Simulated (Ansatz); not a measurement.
Structures of equal composition on the (111) surface of fcc Ag: a layer of In in place of the second plane; a layer of In in place of the third plane. The slabs share one bottom face, and each structure is named by its start. These are constructed structures in small cells; real faces may alloy, dewet or reconstruct in larger ones, and not all known structures of the face are among them. Slabs of about 12 Å, Fermi-Dirac smearing of 0.1 eV. Bottom of the slabs: a bare face, its two planes held. Relaxed from the named starts with such symmetry as they have, on meshes of like density; energies extrapolated to zero smearing; spin only where a row says so; no spin-orbit coupling, no U. Brackets mark spin-polarised runs, whose order is one that fits the cell.

These are PBE (plane waves to 420 eV, PAW; Ansatz, a program for electronic structure) values and carry that method's errors.

**Question.** Rank these by energy per 1x1 cell (lowest first), as PBE gives it.

**Answer.** a layer of In in place of the second plane (0.000 eV), a layer of In in place of the third plane (0.044 eV)
